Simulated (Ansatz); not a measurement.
**Element substitutions in BeTe**

Take BeTe in the zinc blende structure (space group F-43m, No. 216) as the base.

```
CELL_PARAMETERS angstrom
      0.00000     2.83183     2.83183
      2.83183     0.00000     2.83183
      2.83183     2.83183     0.00000
ATOMIC_POSITIONS crystal
  Te 0.75000 0.75000 0.75000
  Be 0.00000 0.00000 0.00000
```

Each row replaces one element on all its sites; cell and atoms are relaxed.

The values are results of DFT with PBE, PAW potentials and a 420 eV plane-wave cutoff in Ansatz (a quantum-chemistry and plane-wave program), without spin-orbit coupling, not measurements.

```json
[
 {"variant": "base", "band gap": "2.03 eV", "density": "4.99 g/cm³", "shortest interatomic distance": "2.452 Å"},
 {"variant": "Te → Cd", "band gap": "zero", "density": "4.44 g/cm³", "shortest interatomic distance": "2.452 Å"},
 {"variant": "Be → B", "band gap": "zero", "density": "5.66 g/cm³", "shortest interatomic distance": "2.362 Å"},
 {"variant": "Te → S", "band gap": "3.15 eV", "density": "2.35 g/cm³", "shortest interatomic distance": "2.111 Å"},
 {"variant": "Te → Se", "band gap": "2.67 eV", "density": "4.21 g/cm³", "shortest interatomic distance": "2.242 Å"}
]
```

Spin-orbit coupling, missing from the scalar runs, can matter with Te. No phonon test of stability was made. As relaxed here, BeCd and BTe are hypothetical phases, not in the database extracts checked. The final runs are not spin-polarised. An odd electron count without spin: BTe.
